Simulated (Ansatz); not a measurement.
```
CELL_PARAMETERS angstrom
     -2.74324     2.78502     5.53739
      2.74324    -2.78502     5.53739
      2.74324     2.78502    -5.53739
ATOMIC_POSITIONS crystal
  Ga 0.50021 0.50021 0.00000
  Ga 0.24979 0.74979 0.50000
  Cu 0.99978 0.99978 0.00000
  Cu 0.75022 0.25022 0.50000
  Se 0.87500 0.88414 0.50914
  Se 0.11705 0.62500 0.99205
  Se 0.37500 0.36586 0.49086
  Se 0.63295 0.12500 0.00795
```

No spin polarisation.

The values are results of PBEsol (Ansatz, a program for electronic structure, PAW, no spin-orbit coupling), not measurements. Γ-centred 8×8×8 mesh, Fermi–Dirac width 0.05 eV.

Q: Predict the gap character and stress.

A: The gap character is direct at Γ and the stress (xx, yy, zz, yz, xz, xy; compression positive) comes out as (1.48, 0.91, 0.92, 0.00, 0.00, 0.00) GPa.

The cells carry an imposed strain or load. No phonon test of stability was made. The final runs are not spin-polarised. The cell was made from GaCuSe2 in the chalcopyrite structure (space group I-42d, No. 122) by this change: uniaxial strain ε_xx = −1.50 %. The zero or small gap of GaCuSe2 can change with the level of theory.
